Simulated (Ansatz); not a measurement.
Defect: interstitial B in 2H silicon carbide, charge state +1. Level of theory: PBE, PAW (plane waves to 420 eV; Ansatz, a program for electronic structure).

72-site cell at the relaxed PBE lattice, the Γ point alone, smearing 0.01 eV, spin-restricted, no finite-size correction. Energies are static. The host's phase is taken as given; its stability against other phases was not computed. The charge state is imposed; whether it is stable for some Fermi level was not computed. Sites that were not tried may lie lower.

Barriers: single points on a 2×2×2 k-point mesh shifted by half a step along c at the bands' geometries (they differ from the bands' own by up to 0.08 eV, and are uncertain by about as much).

The step: one B atom jumps by itself; the atom moves 1.06 Å along (-0.35, -0.17, -0.10) of the unit cell; the moving atom starts with neighbours 3 C at 1.69; 3 Si at 2.18 Å and ends with 2 C at 1.68, C at 1.72; Si at 1.95, 2 Si at 2.00 Å.

Question: Give the migration barrier of this step at the level PBE, PAW.

Answer: 0.41 eV forward and 0.079 eV backward. At the saddle the moving atom has neighbours 2 C at 1.63, C at 2.08; Si at 2.02, 2 Si at 2.06 Å. The saddle point's order was not checked, and it lies on a symmetry element of the cell, where a band can be held.
